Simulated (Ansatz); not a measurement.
# MoTe2: pressure series

Start from MoTe2 in the 2H-MoS2 type structure (space group P6_3/mmc, No. 194; a = 3.497 Å, c = 13.697 Å; layered, stacked along the Cartesian z axis).

Cell and atoms are relaxed at each pressure.

The values are results of Kohn–Sham DFT with the PBE-D3(BJ) functional, run in Ansatz (a quantum-chemistry and plane-wave program) with PAW and 420 eV plane waves, no SOC, earlier PAW set, not measurements.

Computed cases, in order: pressure −2 GPa; pressure −1 GPa; 0 GPa (base); pressure 0.9 GPa; pressure 4.5 GPa; pressure 9 GPa; pressure 15 GPa; pressure 22.5 GPa; pressure 30 GPa.

### Question
Between which two neighbouring cases does the band gap open or close?

### Answer
Between pressure 4.5 GPa (0.23 eV) and pressure 9 GPa (zero). The whole series: pressure −2 GPa: 0.81 eV; pressure −1 GPa: 0.69 eV; 0 GPa (base): 0.60 eV; pressure 0.9 GPa: 0.52 eV; pressure 4.5 GPa: 0.23 eV; pressure 9 GPa: zero; pressure 15 GPa: zero; pressure 22.5 GPa: zero; pressure 30 GPa: zero.

The mesh was chosen for an insulator and is coarse for the gapless case. With Te present, leaving out spin-orbit coupling can change the band edges. Load acts through the strain it causes; cell and atoms are relaxed under it. Stability against distortions was not tested. Competing high-pressure phases were not computed. The final runs are not spin-polarised. The program warned that a D3 coordination switch lies within reach, so dispersion energies are less smooth here. A zero or small gap of MoTe2 under pressure 4.5 GPa, MoTe2 under pressure 9 GPa, MoTe2 under pressure 15 GPa and MoTe2 under pressure 22.5 GPa can be the functional's error rather than a property of the material.
